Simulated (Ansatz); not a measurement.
L1₀ (CuAu-type) TiAl was calculated with PBEsol (plane waves, PAW; Ansatz, a quantum-chemistry and plane-wave program).

Numerical settings: plane-wave cutoff 520 eV, 20×20×14 k mesh (along the axes of the cell as run), Fermi–Dirac smearing 0.05 eV, no spin polarisation, scalar-relativistic PAW data made under PBE.

Starting structure:

```
AlTi
1.0
    2.83000     0.00000     0.00000
    0.00000     2.83000     0.00000
    0.00000     0.00000     4.07000
Ti Al
1 1
Cartesian
  0.00000   0.00000   0.00000
  1.41500   1.41500   2.03500
```

Problem. Into what structure does the relaxation of cell and atoms lead at this level, with the symmetry of the start kept?

Solution. The volume drops by 3.2 %; final space group P4/mmm.
```
AlTi
1.0
    2.79508     0.00000     0.00000
    0.00000     2.79508     0.00000
    0.00000     0.00000     4.03848
Ti Al
1 1
Cartesian
  0.00000   0.00000   0.00000
  1.39754   1.39754   2.01924
```
